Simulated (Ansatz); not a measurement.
We consider LaBr₃ (P6₃/m, No. 176), described by PBEsol-D3(BJ) (Ansatz, a program for electronic structure, plane waves, PAW).

Input file:

Ansatz 0.2 input:
```yaml
crystal:
  lattice:
    - [3.8404932386, -6.6519294154, 0.0]
    - [3.8404932386, 6.6519294154, 0.0]
    - [0.0, 0.0, 4.4089456913]
  atoms:
    - { symbol: La, position: [0.3333333333, 0.6666666667, 0.25] }
    - { symbol: La, position: [0.6666666667, 0.3333333333, 0.75] }
    - { symbol: Br, position: [0.3790043308, 0.2942258144, 0.25] }
    - { symbol: Br, position: [0.0847785164, 0.3790043308, 0.75] }
    - { symbol: Br, position: [0.7057741856, 0.0847785164, 0.25] }
    - { symbol: Br, position: [0.6209956692, 0.7057741856, 0.75] }
    - { symbol: Br, position: [0.9152214836, 0.6209956692, 0.25] }
    - { symbol: Br, position: [0.2942258144, 0.9152214836, 0.75] }
basis:
  ecutwfc: 520
  ecutrho_ratio: 4
  xc_grid: 2
kpoints:
  mp_grid: { grid: [6, 6, 8] }
hamiltonian:
  xc: pbesol
  dispersion: d3bj
  pseudopotentials: { kind: paw }
scf:
  occupations: { method: fermi_dirac, width: 0.01 }
output:
  forces: true
  stress: true
  eigenvalues: true
relax:
  f_tol: 0.004
  escape_saddle: false
  max_steps: 80
  cell: { stress_tol: 0.02, fix: [volume] }
```

Excerpt of the program's output:

```
Relaxation: its limit of steps is 80 (relax.max_steps)
Crystal: 8 atoms, lattice volume = 225.268 Å³
Basis set: ecut = 520 eV, 6035 PW (Γ), exchange–correlation on 120×120×72 points (8 copies of the dense FFT grid, shifted against one another)
Bands: 40, of which v1, the nominal top of the filled ones, is band 32 counted from 1 (31 counted from 0)
Symmetry: 12 space group operations
Space group: P63/m (ITA 176), of the structure as read, at distance tolerance 6.1e-5 Å
k-points: 40 of 288
Functional: x = pbesol(κ = 0.804, μ = 0.12345679012345678), c = pbesol(β = 0.046)
SCF iter   1: F=—  HF=-28759.983129 eV  |F-HF|=—  |Δ(HF+E_count)|=         —  Δρ=3.59e-3  dr2=2.63e-2
SCF iter   2: F=—  HF=-28759.991022 eV  |F-HF|=—  |Δ(HF+E_count)|=   7.89e-3  Δρ=1.94e-3  dr2=6.17e-3
  ...
SCF 1 converged in 7 iterations: F = -28759.994298 eV  dr2 = 1.05e-8
Crystal: 8 atoms, lattice volume = 225.268 Å³
Initial density: handed on by an earlier stage of this run
SCF 2 converged in 6 iterations: F = -28759.997597 eV  dr2 = 2.39e-8
  ...
SCF 3 converged in 5 iterations: F = -28759.999438 eV  dr2 = 6.37e-8
Crystal: 8 atoms, lattice volume = 225.268 Å³
SCF 4 converged in 5 iterations: F = -28759.999526 eV  dr2 = 1.84e-9
Crystal: 8 atoms, lattice volume = 225.268 Å³
SCF 5 converged in 5 iterations: F = -28759.999564 eV  dr2 = 4.96e-10
Crystal: 8 atoms, lattice volume = 225.268 Å³
SCF iter   6: F=—  HF=-28759.999567 eV  |F-HF|=—  |Δ(HF+E_count)|=  2.18e-11  Δρ=9.52e-8  dr2=2.85e-11
SCF iter   7: F=-28759.999567 eV  HF=-28759.999567 eV  |F-HF|=3.64e-12  |Δ(HF+E_count)|=  3.64e-12  Δρ=3.49e-8  dr2=4.31e-12
SCF 6 converged in 7 iterations: F = -28759.999567 eV  dr2 = 4.31e-12
SCF converged after 7 iterations
Free energy (F): -28759.999567 eV
Internal energy: -28759.999567 eV  (E = F + TS)
E sigma→0 (E₀):  -28759.999567 eV
Fermi energy:    7.251829 eV
--- Forces (eV/Å), atoms counted from 1 ---
  atom   1  La    -0.00000000     0.00000000     0.00000000
  atom   2  La     0.00000000     0.00000000    -0.00000000
  atom   3  Br    -0.00034141    -0.00025029    -0.00000000
  atom   4  Br     0.00004606    -0.00042081     0.00000000
  atom   5  Br     0.00038746    -0.00017052     0.00000000
  atom   6  Br     0.00034141     0.00025029     0.00000000
  atom   7  Br    -0.00004606     0.00042081    -0.00000000
  atom   8  Br    -0.00038746     0.00017052    -0.00000000
--- Stress (GPa, compression-positive) ---
        0.757309      -0.000000      -0.000000
        0.000000       0.757309       0.000000
       -0.000000       0.000000       0.758234
  P = ⅓ Tr σ = 0.7576 GPa (7.576 kbar)
```

The cell is one volume of an energy–volume scan, off the minimum.

The PAW data were made under PBE.

Note: the volume lies 9 % below that of the published cell.
